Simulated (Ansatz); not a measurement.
Here is the system:

```
CELL_PARAMETERS angstrom
      0.00000     2.17972     2.17187
      2.17972     0.00000     2.17187
      2.17972     2.17972     0.00000
ATOMIC_POSITIONS crystal
  Si 0.25000 0.25000 0.25000
  C  0.00000 0.00000 0.00000
```

Computed with r2SCAN with spin-orbit coupling, rigid bands (plane waves, PAW; Ansatz, a first-principles code). Condition of this run: uniaxial stress zz = 1 GPa (compression positive) (the target of the relaxation). How the cell was made: cell and atoms relaxed with r2SCAN, then loaded as said.

Q: What conductivity effective mass do dilute electrons have at 300 K?

A: 0.26 (x), 0.26 (y), 0.40 (z) mₑ.

Q: What conductivity effective mass do dilute holes have at 300 K?

A: 0.69 (x), 0.69 (y), 0.67 (z) mₑ.

Q: And the band gap?

A: 1.67 eV at this level; semilocal functionals usually fall short of the measured gap.

Rigid bands, one relaxation time for all states, no polarons.
